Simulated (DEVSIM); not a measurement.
Device: Al0.25Ga0.75As/GaAs p-n heterojunction, at 300 K.

```csv
layer (left to right),material,thickness (μm),Nd (cm⁻³),Na (cm⁻³),τn (s),τp (s)
1,Al0.25Ga0.75As,0.690,-,1.2e18,9.7e-10,9.7e-10
2,GaAs,0.990,1.7e17,-,9.7e-10,9.7e-10
```

Left contact: ohmic. Right contact: ohmic. Voltage is applied to the left contact. Recombination: SRH at mid-gap, Auger. Mobility is μmin + (μ − μmin)/(1 + (N/Nref)^α).

The device is made up for the run: typed textbook-type constants, with dimensions and the other settings drawn at random. Values at 300 K.

```csv
parameter,Al0.25Ga0.75As,GaAs
gap (eV),1.7357,1.424
affinity (eV),3.8725,4.07
permittivity,12.19,12.9
Nc (cm⁻³),6.5e17,4.7e17
Nv (cm⁻³),9e18,9e18
μn (cm²/Vs),4375,8500
μp (cm²/Vs),221,400
"μn,min",500,500
"μp,min",20,20
"Nref,n",6e16,6e16
"Nref,p",1.5e17,1.5e17
αn,0.39,0.39
αp,0.38,0.38
Cn (cm⁶/s),1e-30,1e-30
Cp (cm⁶/s),1e-30,1e-30
```

Model (solved in DEVSIM): 1D drift-diffusion, Boltzmann statistics, complete ionisation; no tunnelling, impact ionisation, image-force lowering or self-heating. Band offsets follow the typed affinities; no thermionic-emission limit at abrupt steps, no polarisation charge.

The doping Nd of layer 2 was swept, all else fixed.

```csv
doping Nd of layer 2 (cm^-3),dark forward voltage at 100 A/cm² (V),potential step across the device at zero bias (V),dark forward voltage at 1 A/cm² (V),largest field in the device at zero bias (V/cm)
5.1e15,1.128,1.369,0.982,150000
1.7e16,1.153,1.400,1.017,160000
5.1e16,1.181,1.429,1.049,170000
1.7e17,1.214,1.460,1.084,250000
```

From the first row to the last the dark forward voltage at 100 A/cm² goes from 1.128 to 1.214. From the first row to the last the potential step across the device at zero bias goes from 1.369 to 1.460.
